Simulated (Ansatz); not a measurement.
# Rb2LiTlF6, element substitutions

Consider Rb2LiTlF6 (space group Fm-3m, No. 225; a = 8.505 Å; a cell from a computed database, its experimental status unchecked).

Each row replaces one element on all its sites; cell and atoms are relaxed.

Calculations: plane-wave PAW DFT at the PBEsol level (Ansatz, an electronic-structure program, 420 eV), without spin-orbit coupling.

```tsv
change	shortest interatomic distance	density	band gap
base	2.080 Å	5.36 g/cm³	3.57 eV
Tl → Sb	2.094 Å	4.35 g/cm³	4.12 eV
Rb → Y	[?]	5.71 g/cm³	zero
F → Br	[?]	4.53 g/cm³	[?]
```

Q: What belongs in the blanks?

A: 
- Rb → Y, shortest interatomic distance: 1.834 Å
- F → Br, shortest interatomic distance: 2.672 Å
- F → Br, band gap: 0.58 eV

Other magnetic orders, which the real material may have, were not ruled out. Spin-orbit coupling, missing from the scalar runs, can matter with Sb and Tl. Stability against distortions was not tested. As relaxed here, LiY2TlF6 is a hypothetical phase, not in the database extracts checked. For Rb2LiSbF6 and Rb2LiTlBr6 in this form, whether it has been made was not checked.
